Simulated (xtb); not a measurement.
xtb 6.7.1, GFN2-xTB: di-tert-butyl diazadiene (CC(C)(C)N=CC=NC(C)(C)C), 32 atoms. The geometry is a generated start, not checked to be a minimum at this level.

| Item | Value |
|---|---|
| method | GFN2-xTB |
| --acc | 1 (default) |
| --etemp (K) | 300 (default) |
| detailed input (--input) | none: ANC optimiser, Lindh (1995) Hessian, microcycle=20, maxdispl=1.0, hlow=0.01 (default) |
| basis functions | 68 |
| valence electrons | 70 |

The structure is relaxed from this start with --opt LEVEL for the levels crude, sloppy, loose, lax, normal, tight, vtight, extreme, once each. Up to the end of the extreme run atoms move by at most 0.86 Å along an axis.

### Question
Choose the cheapest level whose final energy lies within 5 meV of that of extreme.

### Answer
normal: 38 cycles against 75, ending 2.2 meV above.

```csv
level,cycles,energy above the extreme run (meV),gradient norm (eV/Å)
crude,1,55,0.12
sloppy,1,55,0.12
loose,1,55,0.12
lax,1,55,0.12
normal,38,2.2,0.012
tight,63,0.028,0.0055
vtight,69,under 0.01,0.0032
extreme,75,—,0.0016
```
